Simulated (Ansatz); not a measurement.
The starting structures come from a database of crystals and need not be the phases stable at ambient conditions.

 Where the default PAW files enter, the runs use the earlier of Ansatz's two default sets.

```
CELL_PARAMETERS angstrom
      5.49681     0.00000     0.00000
     -2.74841     4.76038     0.00000
      2.74841     1.58679     8.92676
ATOMIC_POSITIONS crystal
  K  0.74587 0.87294 0.38119
  K  0.25413 0.12706 0.61881
  K  0.42768 0.71384 0.85848
  K  0.57232 0.28616 0.14152
  Li 0.18554 0.59277 0.22169
  Li 0.81446 0.40723 0.77831
  Al 0.00000 0.00000 0.00000
  Al 0.00000 0.50000 0.50000
  H  0.61886 0.80943 0.11297
  H  0.38114 0.19057 0.88703
  H  0.07759 0.80943 0.11297
  H  0.92241 0.19057 0.88703
  H  0.07759 0.26816 0.11297
  H  0.92241 0.73184 0.88703
  H  0.21303 0.60651 0.61938
  H  0.78697 0.39349 0.38062
  H  0.77410 0.60651 0.61938
  H  0.22590 0.39349 0.38062
  H  0.77410 0.16759 0.61938
  H  0.22590 0.83241 0.38062
```

Space group of this cell: R-3m. The cell was relaxed by PBE-D3(BJ); by r2SCAN its mean pressure is 0.9 GPa.

Transport runs along the normal of the first two printed cell vectors, the (001) plane of the conventional cell.

The gap is the functional's own, uncorrected, and κ follows it; spin-orbit coupling is left out. Mid-gap values are interpolated between the computed energies.

**Question.** State the band gap and the smallest decay constant κ at mid-gap according to r2SCAN in Ansatz (a quantum-chemistry and plane-wave program).

**Answer.** Gap 3.36 eV on a 8×8×8 mesh; κ = 0.403 1/Å, at (0.500, 0.000) of the in-plane reciprocal vectors. At the zone centre, at the nearest computed energy, the slowest state has κ = 0.41 1/Å.
